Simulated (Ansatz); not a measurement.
The parent structure is GaN in the zinc blende structure (space group F-43m, No. 216).

```yaml
crystal:
  lattice:
    - [0.00000, 2.22769, 2.22769]
    - [2.22769, 0.00000, 2.22769]
    - [2.22769, 2.22769, 0.00000]
  atoms:
    - { symbol: Ga, position: [0.00000, 0.00000, 0.00000] }
    - { symbol: N, position: [0.25000, 0.25000, 0.25000] }
```

Cartesian axes are those of the cell as printed.

The values are results of Ansatz (a first-principles code) LDA, no spin-orbit coupling, not measurements.

Strains are applied to the cell and any free atomic positions relax; under biaxial strain the out-of-plane vector relaxes too.

One change was made to it. Results:

```csv
quantity,base,after
"pressure (mean of the normal stresses, compression positive)",0.00 GPa,1.89 GPa
"valley order (the lowest conduction-band minima on the path, energy above the VBM, named in the base's zone)",Γ 1.96 eV; X along ⟨100⟩ 3.27 eV,Γ 1.98 eV; X along [010] 3.19 eV; X along [001] 3.34 eV
```

Problem. Which of these changes matches the shifts?
A) biaxial strain −1.50 %, plane normal [001], relaxed out of plane
B) biaxial strain −0.50 %, plane normal [001], relaxed out of plane
C) biaxial strain −1.00 %, plane normal [001], relaxed out of plane
D) biaxial strain +3.00 %, plane normal [001], relaxed out of plane

Solution. C, biaxial strain −1.00 %, plane normal [001], relaxed out of plane. For comparison, the valley order in the other runs: biaxial strain +3.00 %, plane normal [001], relaxed out of plane gives Γ 1.61 eV; X along [001] 2.84 eV; biaxial strain −0.50 %, plane normal [001], relaxed out of plane gives Γ 1.97 eV; X along [010] 3.23 eV; X along [001] 3.30 eV; biaxial strain −1.50 %, plane normal [001], relaxed out of plane gives Γ 1.99 eV; X along [010] 3.15 eV; X along [001] 3.38 eV.

The levels and masses belong to the bands next to the band gap. Stability against distortions was not tested. This is not the structure that GaN has at room temperature and ambient pressure.
